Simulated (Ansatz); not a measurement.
Given:

```
CELL_PARAMETERS angstrom
      3.00980     0.00000     0.00000
      1.50490     2.60656     0.00000
      0.00000     0.00000     4.55182
ATOMIC_POSITIONS crystal
  Ti 0.66667 0.66667 0.75000
  Ti 0.33333 0.33333 0.25000
```

No spin polarisation.

Computed with Ansatz (a quantum-chemistry and plane-wave program) r2SCAN, without spin-orbit coupling. Γ-centred 23×23×13 mesh, Fermi–Dirac width 0.1 eV.

### Question
Predict the band gap, in-plane stress and space group.

### Answer
* **Band gap**: zero
* **Mean in-plane stress (compression positive)**: -5.0 GPa
* **Space group**: P6_3/mmc (No. 194)

The cells carry an imposed strain or load. No phonon test of stability was made. The final runs are not spin-polarised. The cell was made from Ti in the hcp (Mg type) structure (space group P6_3/mmc, No. 194) by this change: biaxial strain +2.50 %, plane normal [001], relaxed out of plane.
